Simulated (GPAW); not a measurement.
## Input and output of a self-consistent single point for AgBr (Fm-3m, 2 atoms in the cell) (GPAW)

Method of the run: PBE, GPAW PAW datasets PBE (gpaw-data 1.0.1) (plane waves; GPAW).

This input was run:

```python
from ase import Atoms
from ase.units import GPa
from gpaw import GPAW, PW

atoms = Atoms(['Ag', 'Br'],
              cell=[[0.000000, 2.823336, 2.823336],
                    [2.823336, 0.000000, 2.823336],
                    [2.823336, 2.823336, 0.000000]],
              scaled_positions=[[0.000000, 0.000000, 0.000000],
                                [0.500000, 0.500000, 0.500000]],
              pbc=True)

calc = GPAW(mode=PW(600),
            xc='PBE',
            kpts={'size': (8, 8, 8), 'gamma': True},
            occupations={'name': 'fixed-uniform'},
            nbands=-6,
            convergence={'density': 1e-05, 'bands': -4},
            symmetry={'symmorphic': False, 'tolerance': 0.0005},
            maxiter=150,
            txt='-')

atoms.calc = calc

energy = atoms.get_potential_energy()
print('Energy (eV):', round(energy, 6))
forces = atoms.get_forces()
print('Forces (eV/Ang):')
print(forces.round(5))
stress = atoms.get_stress()
print('Stress (GPa, Voigt):', (stress / GPa).round(4))
```

The program printed (abridged):

```
Input parameters:
  convergence: {bands: -4,
                density: 1e-05}
  kpts: {gamma: True,
         size: (8, 8, 8)}
  maxiter: 150
  mode: {ecut: 600.0,
         name: pw}
  nbands: -6
  occupations: {name: fixed-uniform}
  symmetry: {symmorphic: False,
             tolerance: 0.0005}
  xc: PBE

species:
  Ag:
    name: Silver
    Z: 47.0
    valence: 17
    core: 30
    charge: 0.0
    file: Ag.PBE.gz

    # Using partial waves for Ag as LCAO basis

  Br:
    name: Bromine
    Z: 35.0
    valence: 7
    core: 28
    charge: 0.0
    file: Br.PBE.gz

    # Using partial waves for Br as LCAO basis

Reference energy: -215500.074083  # eV

Spin-paired calculation

Convergence criteria:
 Maximum [total energy] change in last 3 cyles: 0.0005 eV / valence electron
 Maximum integral of absolute [dens]ity change: 1e-05 electrons / valence electron
 Maximum integral of absolute [eigenst]ate change: 4e-08 eV^2 / valence electron
 Maximum number of scf [iter]ations: 150

Symmetries present (total): 48
Symmetries with fractional translations: 0
512 k-points: 8 x 8 x 8 Monkhorst-Pack grid + [1/16,1/16,1/16]
29 k-points in the irreducible part of the Brillouin zone
       k-points in crystal coordinates                weights
   0:     0.00000000    0.00000000    0.00000000          1/512
   1:     0.12500000    0.12500000    0.00000000          6/512
   2:     0.12500000    0.12500000    0.12500000          8/512
   [... 7 lines left out ...]
          ...
  28:     0.50000000    0.50000000    0.50000000          4/512

Wave functions: Plane wave expansion
  Cutoff energy: 600.000 eV
  Number of coefficients (min, max): 1459, 1524
  Pulay-stress correction: 0.000000 eV/Ang^3 (de/decut=0.000000)

Occupation numbers: # Uniform distribution of occupation numbers

Eigensolver

Densities:
  Coarse grid: 24*24*24 grid
  Fine grid: 48*48*48 grid
  Total Charge: 0.000000

Density mixing:
  Method: separate
  Backend: pulay
  Linear mixing parameter: 0.05
  old densities: 5
  Damping of long wavelength oscillations: 50

Hamiltonian:
  XC and Coulomb potentials evaluated on a 48*48*48 grid
  External potential:
    NoExternalPotential

XC parameters: PBE with 2 nearest neighbor stencil

Number of atoms: 2
Number of atomic orbitals: 16
Number of bands in calculation: 18
Number of valence electrons: 24
Bands to converge: 14

Density initialized from atomic densities
  16 bands from LCAO basis set
  2 bands from random numbers

Atomic positions and initial magnetic moments

Positions:
   0 Ag     0.000000    0.000000    0.000000    ( 0.0000,  0.0000,  0.0000)
   1 Br     2.823336    2.823336    2.823336    ( 0.0000,  0.0000,  0.0000)

Unit cell:
           periodic     x           y           z      points  spacing
  1. axis:    yes    0.000000    2.823336    2.823336    24     0.1358
  2. axis:    yes    2.823336    0.000000    2.823336    24     0.1358
  3. axis:    yes    2.823336    2.823336    0.000000    24     0.1358

  Lengths:   3.992800   3.992800   3.992800
  Angles:   60.000000  60.000000  60.000000

Effective grid spacing dv^(1/3) = 0.1482

     iter     time        total  log10-change:
                         energy   eigst   dens
iter:   1 --:--:--    -5.123639   +0.38
iter:   2 --:--:--    -5.103592   -1.43  -1.65
iter:   3 --:--:--    -5.039233   -1.99  -1.68
iter:   4 --:--:--    -5.031696   -3.65  -2.01
iter:   5 --:--:--    -5.048749   -2.55  -2.02
iter:   6 --:--:--    -5.037155   -4.01  -2.39
iter:   7 --:--:--    -5.028416   -3.19  -2.56
iter:   8 --:--:--    -5.028391c  -5.34  -3.44
iter:   9 --:--:--    -5.028605c  -4.70  -3.44
iter:  10 --:--:--    -5.028468c  -4.60  -3.35
iter:  11 --:--:--    -5.028401c  -5.71  -3.64
iter:  12 --:--:--    -5.028401c  -6.87  -4.44
iter:  13 --:--:--    -5.028401c  -8.04c -4.76
iter:  14 --:--:--    -5.028401c  -7.96c -4.74
iter:  15 --:--:--    -5.028401c  -7.83c -4.91
iter:  16 --:--:--    -5.028401c  -7.64c -4.71
iter:  17 --:--:--    -5.028401c  -9.01c -5.26c

Converged after 17 iterations.

Dipole moment: (-0.000000, -0.000000, -0.000000) |e|*Ang

Energy contributions relative to reference atoms: (reference = -215500.074083)

Kinetic:        +15.207415
Potential:      -13.992302
External:        +0.000000
XC:              -6.266548
Entropy (-ST):   +0.000000
Local:           +0.023035
SIC:             +0.000000
--------------------------
Free energy:     -5.028401
Extrapolated:    -5.028401

Showing only first 2 kpts
 Kpt  Band  Eigenvalues  Occupancy
  0    10      2.68049    2.00000
  0    11      2.68049    2.00000
  0    12      5.47648    0.00000
  0    13     14.73280    0.00000

  1    10      2.79274    2.00000
  1    11      2.96882    2.00000
  1    12      6.72270    0.00000
  1    13     13.59512    0.00000

Fermi level: 5.15149

Gap: 0.650 eV
Transition (v -> c):
  (s=0, k=28, n=11, [0.50, 0.50, 0.50]) -> (s=0, k=0, n=12, [0.00, 0.00, 0.00])
Direct/indirect transitions are different
Direct gap: 2.796 eV
Transition at: (s=0, k=0, n=11, [0.00, 0.00, 0.00])
Energy (eV): -5.028401

Forces in eV/Ang:
  0 Ag    0.00000    0.00000    0.00000
  1 Br    0.00000    0.00000   -0.00000

Stress tensor:
    -0.033656    -0.000000     0.000000
    -0.000000    -0.033656     0.000000
     0.000000     0.000000    -0.033656
Stress (GPa, Voigt): [-5.3923 -5.3923 -5.3923  0.      0.     -0.    ]
```

The run converged in 17 iterations. GPAW prints stress with tension positive.

The starting cell comes from a database of computed structures (which also holds hypothetical and non-ambient phases and stackings), without a prior relaxation at this level. Its lattice was rescaled by a random factor within 2.5 % of one. With a pressure of about 5 GPa the cell is away from its equilibrium volume at this level.
